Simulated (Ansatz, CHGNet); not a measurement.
## L1₀ (CuAu-type) TiAl: equilibrium volume per atom by level of theory

No measured value is used here.

| level (code) | value (Å³/atom) |
|---|---|
| CHGNet-r²SCAN (CHGNet) | 16.09 |
| LDA (Ansatz) | … |
| PBE (Ansatz) | 16.23 |
| rVV10 (Ansatz) | … |
| r²SCAN (Ansatz) | 16.06 |
| HSE06 (Ansatz) | 16.03 |

Task: Complete the blanks.

Result: 
- LDA (Ansatz, a quantum-chemistry and plane-wave program), value (Å³/atom): 15.30
- rVV10 (Ansatz), value (Å³/atom): 16.19

HSE06: hybrids on metals are sensitive to the k mesh and can open a false gap. Cutoffs and k meshes differ between the levels. Ansatz's density-functional and Hartree–Fock values are scalar-relativistic unless marked +SOC, with PAW data made under PBE.

Machine-learned potentials (CHGNet-r²SCAN) are trained on DFT data, which may include these solids.
